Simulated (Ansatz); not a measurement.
Mn_Al in metastable zinc-blende AlN: one set of geometries, relaxed with PBE, evaluated in Ansatz (PAW, plane waves to 420 eV, 500 eV under r2SCAN) with PBE, r2SCAN.

Set-up: 64-site cell; 2×2×2 shifted k-points; start: the Al site; charged states image-corrected; no Hubbard U; not converged in cell size; flagged in the runs: a doubtful potential alignment.

```tsv
quantity	PBE	r2SCAN
host gap (eV)	3.31	?
ε(0/−1) above the VBM (eV)	2.02	?
neutral formation energy against fcc Al, fcc-type Mn, layered antiferromagnet (eV)	3.51	?
largest moment on one atom at charge 0 (μB)	2.97	?
largest moment on one atom at charge −1 (μB)	3.56	?
```

**Question.** Given the lower rungs, what does r2SCAN give?

**Answer.** 
- host gap (eV), r2SCAN: 3.92
- ε(0/−1) above the VBM (eV), r2SCAN: 2.00
- neutral formation energy against fcc Al, fcc-type Mn, layered antiferromagnet (eV), r2SCAN: 3.33
- largest moment on one atom at charge 0 (μB), r2SCAN: 3.15
- largest moment on one atom at charge −1 (μB), r2SCAN: 3.74

Ansatz is an electronic-structure program.
